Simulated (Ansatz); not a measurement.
**Short convergence ladders for HfGeTe (P4mm, 6 atoms in the cell)**

```xyz
6
Lattice="3.7442 0.0000 0.0000 0.0000 3.7442 0.0000 0.0000 0.0000 10.1754" Properties=species:S:1:pos:R:3 pbc="T T T"
Hf     0.0000     1.8721     8.1048
Hf     1.8721     0.0000     2.1207
Ge     0.0000     0.0000     0.0000
Ge     1.8721     1.8721     0.0000
Te     1.8721     0.0000     6.7178
Te     0.0000     1.8721     3.4576
```

Base method: PBEsol, default PAW files made with PBE (plane waves; Ansatz, an electronic-structure program).

Base settings: basis.ecutwfc = 420 eV; kpoints.mp_grid.grid = 8 8 3; hamiltonian.xc = pbesol; hamiltonian.pseudopotentials = {kind: paw} (the program's default PAW files); scf.occupations.method = gaussian; scf.occupations.width = 0.1 eV.

The count of work is k-points × plane waves × bands × iterations; it is no time. 

**The k-point mesh at a smearing width of 0.02 eV**

In this ladder: scf.occupations.width = 0.02 eV.

Only quantities that move along the ladder and can be compared are tabulated.

| kpoints.mp_grid.grid | free energy less the last step's (meV/atom) | pressure (GPa) | largest difference of a force vector from the last step's (eV/Å) | count of work / last |
|---|---|---|---|---|
| 3 3 2 | 7.12 | -2.47 | 0.311 | 0.021 |
| 4 4 2 | 12.05 | -2.48 | 0.132 | 0.047 |
| 5 5 2 | -7.37 | -2.66 | 0.042 | 0.042 |
| 6 6 2 | -4.11 | -2.58 | 0.074 | 0.069 |
| 7 7 3 | 2.36 | -2.57 | 0.048 | 0.061 |
| 8 8 3 | 1.98 | -2.55 | 0.030 | 0.091 |
| 10 10 4 | 1.67 | -2.55 | 0.027 | 0.19 |
| 14 14 6 | -0.02 | -2.58 | 0.010 | 0.44 |
| 21 21 8 | 0.00 | -2.57 | 0.000 | 1.0 |

Coarsest kpoints.mp_grid.grid that holds the free energy within 5 meV/atom of the last step, with all finer ones: 6 6 2, at 0.069 of the last step's count of work; the step before is off by 7.4 meV/atom.

Coarsest kpoints.mp_grid.grid that holds the pressure within 0.05 GPa of the last step, with all finer ones: 6 6 2, at 0.069 of the last step's count of work; the step before is off by 0.09 GPa.

**The width of Fermi-Dirac smearing**

In this ladder: kpoints.mp_grid.grid = 13 13 5; scf.occupations.method = fermi_dirac.

Narrow widths need finer meshes than wide ones, so the last steps can hold mesh noise.

Only quantities that move along the ladder and can be compared are tabulated; pressure and forces are left out, as mesh noise rules them at narrow widths.

| scf.occupations.width | free energy less the last step's (meV/atom) | energy extrapolated to zero width less the last step's (meV/atom) |
|---|---|---|
| 1 eV | -763.57 | 145.64 |
| 0.5 eV | -135.72 | 37.59 |
| 0.3 eV | -36.72 | 8.96 |
| 0.2 eV | -13.43 | 2.30 |
| 0.1 eV | -2.30 | 0.27 |
| 0.05 eV | 0.00 | 0.00 |

Widest scf.occupations.width that holds the free energy within 5 meV/atom of the last step, with all finer ones: 0.1 eV; the step before is off by 13 meV/atom.

Widest scf.occupations.width that holds the energy extrapolated to zero width within 1 meV/atom of the last step, with all finer ones: 0.1 eV; the step before is off by 2.3 meV/atom.

The extrapolation to zero width removes most of the smearing's effect on the energy.

**The width of cold smearing**

In this ladder: kpoints.mp_grid.grid = 13 13 5; scf.occupations.method = cold.

Narrow widths need finer meshes than wide ones, so the last steps can hold mesh noise.

Only quantities that move along the ladder and can be compared are tabulated; pressure and forces are left out, as mesh noise rules them at narrow widths.

| scf.occupations.width | free energy less the last step's (meV/atom) |
|---|---|
| 0.5 eV | 3.25 |
| 0.3 eV | 0.52 |
| 0.2 eV | 0.03 |
| 0.1 eV | 0.03 |
| 0.05 eV | 0.00 |

Widest scf.occupations.width that holds the free energy within 2 meV/atom of the last step, with all finer ones: 0.3 eV; the step before is off by 3.2 meV/atom.

On the base run: the starting cell comes from a database of computed structures (which also holds hypothetical and non-ambient phases and stackings), without a prior relaxation at this level. Its lattice was rescaled by up to half a per cent. One atom was moved a little off its site on purpose. Ansatz's pressure includes its estimate of the finite-basis (Pulay) stress.

Left out of this page: 4 runs of the series outside the window shown, repeating another row's setting, or not comparable; 1 run of the series unsound by tests on forces, stress, charge or solver warnings.

Keys are those of Ansatz 0.2.
